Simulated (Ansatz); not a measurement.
Base system: ScF$_{3}$ in the ReO3 type structure (space group Pm-3m, No. 221; a = 4.0205 Å). Axes: x, y, z lie along the cube axes.

Modification: the symmetric strain tensor [-0.0016 -0.0007 0.0011; -0.0007 0.0143 -0.0027; 0.0011 -0.0027 0.0085], atoms relaxed at fixed cell.

Levels (all Ansatz, a program for electronic structure, PAW): PBEsol (420 eV, spin-orbit coupling left out); r2SCAN (500 eV, no SOC); HSE06 (420 eV, scalar-relativistic without spin-orbit coupling).

One geometry, relaxed with PBEsol, under each level:

| level | band gap | lowest conduction level above the VBM at special points | pressure |
|---|---|---|---|
| PBEsol | 6.11 eV | Γ 6.11 eV; Y 6.14 eV; Z 6.14 eV; X 6.15 eV | -1.91 GPa |
| r2SCAN | 6.86 eV | Γ 6.86 eV; Y 6.89 eV; Z 6.89 eV; X 6.90 eV | -1.27 GPa |
| HSE06 | … | … | – |

**Question.** Give the withheld HSE06 results.

**Answer.** 
- HSE06, band gap: 8.67 eV
- HSE06, lowest conduction level above the VBM at special points: Γ 8.67 eV; Y 8.71 eV; Z 8.71 eV

Single points use the geometry relaxed with PBEsol. Their cutoffs differ, which shifts pressures a little. HSE06 was sampled on its mesh, a few special points and the semilocal edge points, so its gap is an upper bound. Whether these cells are dynamically stable was not tested. The base started in R32 and relaxed to Pm-3m at this level. All final runs are without spin polarisation. k-point labels follow each cell's own Brillouin zone.
